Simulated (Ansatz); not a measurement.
Results of LDA (PAW; Ansatz, an electronic-structure program) for pyrite PtAs2.

Run with plane-wave cutoff 520 eV, 6×6×6 k mesh, Fermi–Dirac smearing 0.01 eV, scalar-relativistic PAW data made under PBE.

Shape and atoms are relaxed at each volume.

Pressure at four volumes; x = ln(V/17.497 Å³). One pressure is withheld.

```csv
V (Å³/atom),x,P (GPa)
16.797,-0.0408,?
17.147,-0.0202,3.49
17.497,0.0000,0.00
18.196,0.0392,-5.83
```

Pass a parabola P(x) through the three rows shown, estimate the bulk modulus and its pressure derivative near zero pressure, and predict the withheld pressure.

Slopes between the rows: (0.00 − (3.49))/(0.0000 − (-0.0202)) = -172.77 and (-5.83 − (0.00))/(0.0392 − (0.0000)) = -148.72 GPa. Their difference over the span 0.0594 is c = 24.05/0.0594 = 404.9 GPa, so P(x) = 3.49 + (-172.77)(x − (-0.0202)) + 404.9 (x − (-0.0202))(x − (0.0000)). At the middle row B = −dP/dx = −[-172.77 + 404.9 × 0.0202] = 164.6 GPa, and B′ = dB/dP = 2c/B = 4.9. At x = -0.0408 the parabola gives 7.39 GPa; the run gives 7.42 GPa. The Birch–Murnaghan fit to the energies at all volumes has B0 = 164 GPa and B′ = 5.0.

Note: the bulk modulus comes from volumes at which shape and atoms were relaxed.

Spin–orbit coupling is not included.
